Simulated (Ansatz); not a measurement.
System: Te₃As₂ (model structure, R-3m, No. 166, 5 atoms in the cell). Method: r²SCAN (Ansatz, an electronic-structure program, PAW).

The run printed, among other lines:

```
Crystal: 5 atoms, lattice volume = 135.101 Å³
Basis set: ecut = 560 eV, 4075 PW (Γ), FFT grids on a1−a3, a2−a3, a3, exchange–correlation on 96×96×240 points (27 copies of the dense FFT grid, shifted against one another)
Bands: 47, of which v1, the nominal top of the filled ones, is band 39 counted from 1 (38 counted from 0)
Symmetry: 12 space group operations
Space group: R-3m (ITA 166), of the structure as read, at distance tolerance 5.1e-5 Å
k-points: 417 of 4096
Functional: x = r2scan, c = r2scan; τ floored in thin density (d = 2e-4 eV/Å³)
SCF iter   1: F=—  HF=-30713.380714 eV  |F-HF|=—  |Δ(HF+E_count)|=         —  Δρ=3.13e-3  dr2=1.98e-2  dr2_τ=3.81e-3
SCF iter   2: F=—  HF=-30713.410597 eV  |F-HF|=—  |Δ(HF+E_count)|=   2.99e-2  Δρ=2.00e-3  dr2=5.34e-3  dr2_τ=8.05e-5
  ...
SCF iter   8: F=—  HF=-30713.412607 eV  |F-HF|=—  |Δ(HF+E_count)|=   1.96e-8  Δρ=2.10e-6  dr2=7.45e-9  dr2_τ=1.34e-10
SCF iter   9: F=-30713.412607 eV  HF=-30713.412607 eV  |F-HF|=3.60e-10  |Δ(HF+E_count)|=   5.45e-9  Δρ=4.80e-7  dr2=2.77e-10  dr2_τ=5.41e-12
SCF 1 converged in 9 iterations: F = -30713.412607 eV  dr2 = 2.77e-10
SCF converged after 9 iterations
Free energy (F): -30713.412607 eV
Internal energy: -30713.411923 eV  (E = F + TS)
E sigma→0 (E₀):  -30713.412265 eV
Fermi energy:    10.341451 eV
--- Forces (eV/Å), atoms counted from 1 ---
  atom   1  As     0.00000000    -0.00000000     0.05415058
  atom   2  As     0.00000000     0.00000000    -0.05415058
  atom   3  Te     0.00000000     0.00000000     0.00000000
  atom   4  Te     0.00000000    -0.00000000     0.09674793
  atom   5  Te     0.00000000     0.00000000    -0.09674793
--- Stress (GPa, compression-positive) ---
        2.170510       0.000000      -0.000000
        0.000000       2.170510      -0.000000
       -0.000000      -0.000000       2.487101
  P = ⅓ Tr σ = 2.2760 GPa (22.760 kbar)
```

### Question
Write an input file that could have produced this run (the log leaves some choices open).

### Answer
One answer among several that fit: 
Ansatz 0.2 input:
```yaml
crystal:
  lattice:
    - [2.0219508086, 1.1673736678, 9.5395013314]
    - [-2.0219508086, 1.1673736678, 9.5395013314]
    - [0.0, -2.3347478631, 9.5395012669]
  atoms:
    - { symbol: As, position: [0.3967954674, 0.3967954674, 0.3967954674] }
    - { symbol: As, position: [0.6032045326, 0.6032045326, 0.6032045326] }
    - { symbol: Te, position: [0.0, 0.0, 0.0] }
    - { symbol: Te, position: [0.214215393, 0.214215393, 0.214215393] }
    - { symbol: Te, position: [0.785784607, 0.785784607, 0.785784607] }
basis:
  ecutwfc: 560
  ecutrho_ratio: 4
  xc_grid: 3
kpoints:
  mp_grid: { grid: [16, 16, 16] }
hamiltonian:
  xc: r2scan
  dispersion: none
  pseudopotentials: { kind: paw }
scf:
  occupations: { method: fermi_dirac, width: 0.05 }
  convergence: { dr2_threshold: 0.0000000005 }
output:
  forces: true
  stress: true
  eigenvalues: true
```

The PAW data were made under PBE.

Note: the relaxation could raise the start's symmetry but not lower it, so the cell can be a saddle point. Note: cell and atoms aren't relaxed at this level (largest force component 0.10 eV/Å, pressure 2.3 GPa).

Cost on a shared machine: about 6 core-minutes (a rough figure).

A model structure was made by putting elements into a prototype or built by hand; it is no filed structure, need not be a known phase, and can be a saddle point held by its symmetry.
